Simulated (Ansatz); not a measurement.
The parent structure is MgSe in the rock salt structure (space group Fm-3m, No. 225; a = 5.450 Å). Axes: x, y, z lie along the cube axes.

Levels (all Ansatz, a first-principles code, PAW): PBEsol (420 eV, without spin-orbit coupling); r2SCAN (500 eV, without spin-orbit coupling).

Its gap is 1.78 eV with PBEsol and 2.50 eV with r2SCAN.

Perturbation: the cell is stretched by 5.74 % along y with no lateral relaxation, atoms relaxed at fixed cell.

With PBEsol the gap becomes 1.48 eV.

### Question
If the r2SCAN correction stayed the same, what would the r2SCAN gap be, and what does the r2SCAN run give?

### Answer
A rigid correction of +0.72 eV gives 2.20 eV. The r2SCAN run gives 2.19 eV, so the two effects roughly add.

Single points use the geometry relaxed with PBEsol. The cells carry an imposed strain or load. Stability against distortions was not tested.
